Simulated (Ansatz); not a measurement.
Consider interstitial B in diamond, charge state +1. Calculation: PBE, PAW (plane waves to 420 eV; Ansatz, a first-principles code).

64-site cell at the relaxed PBE lattice, a 2×2×2 k-point mesh shifted by half a step, smearing 0.01 eV, spin-restricted, no finite-size correction. No zero-point or tunnelling terms. The host's phase is taken as given; its stability against other phases was not computed. The charge state is imposed; whether it is stable for some Fermi level was not computed. Sites that were not tried may lie lower. The start lies 0.11 eV above the lowest site run (PBE).

Barriers: single points on a 3×3×3 k-point mesh shifted by half a step at the bands' geometries.

Relaxed starting cell (atoms counted from 1):

```xyz
65
Lattice="7.1431 0.0000 0.0000 0.0000 7.1431 0.0000 0.0000 0.0000 7.1431" Properties=species:S:1:pos:R:3 pbc="T T T"
C      0.0016     0.0026     1.1596
C      0.0011     0.0017     5.3539
C      0.0011     3.5733     1.7843
C      0.0010     3.5731     5.3629
C      3.5727     0.0016     1.7843
C      3.5726     0.0016     5.3629
C      3.5724     3.5731     1.7887
C      3.5726     3.5732     5.3577
C      0.8902     2.6804     0.8940
C      0.8991     2.7136     4.4885
C      0.9420     6.2050     0.7181
C      0.9068     6.2388     4.4932
C      4.4676     2.6783     0.8959
C      4.4648     2.6808     4.4615
C      4.4658     6.2556     0.8944
C      4.4319     6.2466     4.4889
C      0.0106     1.8357    -0.0694
C      0.0087     1.8411     3.6356
C     -0.0085     5.3116    -0.0687
C     -0.0070     5.3045     3.6364
C      3.5702     1.7891     0.0038
C      3.5826     1.7898     3.5693
C      3.5753     5.3574     0.0039
C      3.5625     5.3564     3.5695
C      1.0027     1.0031     2.8535
C      0.9119     0.9125     6.2137
C      0.8830     4.4697     2.6790
C      0.8967     4.4422     6.2339
C      4.4693     0.8836     2.6789
C      4.4416     0.8973     6.2338
C      4.4556     4.4562     2.6759
C      4.4613     4.4619     6.2564
C      1.8350     0.0112    -0.0694
C      1.8407     0.0093     3.6357
C      1.7886     3.5707     0.0038
C      1.7892     3.5831     3.5693
C      5.3110    -0.0079    -0.0688
C      5.3042    -0.0064     3.6362
C      5.3568     3.5759     0.0038
C      5.3559     3.5630     3.5695
C      2.6892     2.6898     2.6757
C      2.6839     2.6845     6.2562
C      2.6762     6.2626     2.6789
C      2.7039     6.2492     6.2336
C      6.2620     2.6766     2.6788
C      6.2486     2.7045     6.2335
C      6.1416     6.1419     2.8552
C      6.2335     6.2341     6.2139
C      1.7947     1.7953     1.7987
C      1.8028     1.8034     5.3519
C      1.7712     5.3747     1.7794
C      1.7971     5.3487     5.3623
C      5.3740     1.7719     1.7792
C      5.3482     1.7977     5.3623
C      5.3503     5.3508     1.7994
C      5.3424     5.3429     5.3523
C      2.6799     0.8908     0.8940
C      2.7132     0.8997     4.4886
C      2.6776     4.4683     0.8959
C      2.6803     4.4654     4.4615
C      6.2041     0.9429     0.7179
C      6.2383     0.9073     4.4931
C      6.2550     4.4663     0.8944
C      6.2461     4.4323     4.4890
B      0.0001     0.0002     2.4862
```
Cell charge +1.

End state 1 differs by these moves (Å; atoms that move under 0.08 Å are left out):

```json
[
 {"atom": "1", "element": "C", "Δx": "0.11", "Δy": "0.18", "Δz": "0.51"},
 {"atom": "11", "element": "C", "Δx": "-0.04", "Δy": "0.06", "Δz": "0.16"},
 {"atom": "19", "element": "C", "Δx": "0.01", "Δy": "0.05", "Δz": "0.07"},
 {"atom": "20", "element": "C", "Δx": "0.06", "Δy": "-0.12", "Δz": "-0.02"},
 {"atom": "25", "element": "C", "Δx": "-0.05", "Δy": "-0.04", "Δz": "-0.19"},
 {"atom": "27", "element": "C", "Δx": "0.06", "Δy": "-0.07", "Δz": "-0.01"},
 {"atom": "29", "element": "C", "Δx": "-0.06", "Δy": "0.08", "Δz": "0.00"},
 {"atom": "34", "element": "C", "Δx": "-0.06", "Δy": "0.00", "Δz": "-0.08"},
 {"atom": "37", "element": "C", "Δx": "0.06", "Δy": "0.01", "Δz": "0.07"},
 {"atom": "38", "element": "C", "Δx": "-0.05", "Δy": "0.19", "Δz": "0.04"},
 {"atom": "47", "element": "C", "Δx": "0.11", "Δy": "-0.51", "Δz": "-0.18"},
 {"atom": "55", "element": "C", "Δx": "-0.04", "Δy": "-0.16", "Δz": "-0.06"},
 {"atom": "61", "element": "C", "Δx": "0.06", "Δy": "0.02", "Δz": "0.12"},
 {"atom": "63", "element": "C", "Δx": "0.01", "Δy": "-0.07", "Δz": "-0.05"},
 {"atom": "65", "element": "B", "Δx": "-0.89", "Δy": "-0.19", "Δz": "0.19"}
]
```

Problem. What is the computed forward and backward barriers to end state 1 (PBE, PAW)?

Solution. forward 0.61 eV, backward 0.61 eV; at the saddle point atom 65 has neighbours 2 C at 1.34, 2 C at 1.75, 4 C at 2.16 Å. The program found a first-order saddle point.
